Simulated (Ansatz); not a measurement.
IrPdN₂ (model structure, started from the PtCoO2 type, R-3m, No. 166, 4 atoms in the cell), treated with r²SCAN (plane waves, PAW; Ansatz, a quantum-chemistry and plane-wave program).

Run with plane-wave cutoff 560 eV, 22×22×22 k mesh, Fermi–Dirac smearing 0.05 eV, no spin polarisation, scalar-relativistic PAW data made under PBE.

Cell (relaxed at this level):

```cif
data_IrN2Pd
_chemical_formula_sum 'Ir1 Pd1 N2'
_space_group_name_H-M_alt 'P 1'
_space_group_IT_number 1
_cell_length_a 6.29299
_cell_length_b 6.29299
_cell_length_c 6.29299
_cell_angle_alpha 27.901
_cell_angle_beta 27.901
_cell_angle_gamma 27.901
loop_
_space_group_symop_operation_xyz
  'x, y, z'
loop_
_atom_site_label
_atom_site_type_symbol
_atom_site_fract_x
_atom_site_fract_y
_atom_site_fract_z
_atom_site_occupancy
Ir1 Ir 0.50000 0.50000 0.50000 1
Pd1 Pd 0.00000 0.00000 0.00000 1
N1 N 0.89061 0.89061 0.89061 1
N2 N 0.10939 0.10939 0.10939 1
```

Problem. What does this level give for the bulk modulus?

Solution. 
- bulk modulus = 215 GPa

Note: the run has no spin polarisation, so it can have missed a magnetic state; the bulk modulus is −V dP/dV from two relaxed cells at ±2 % in volume; the relaxation could raise the start's symmetry but not lower it, so the cell can be a saddle point.

Spin–orbit coupling is not included; it can open a gap where bands touch, and shift volumes and moduli.

Static lattice: no zero-point or thermal effects.

Computing time: around 22 core-minutes (rough).

A model structure was made by putting elements into a prototype or built by hand; it is no filed structure, need not be a known phase, and can be a saddle point held by its symmetry.
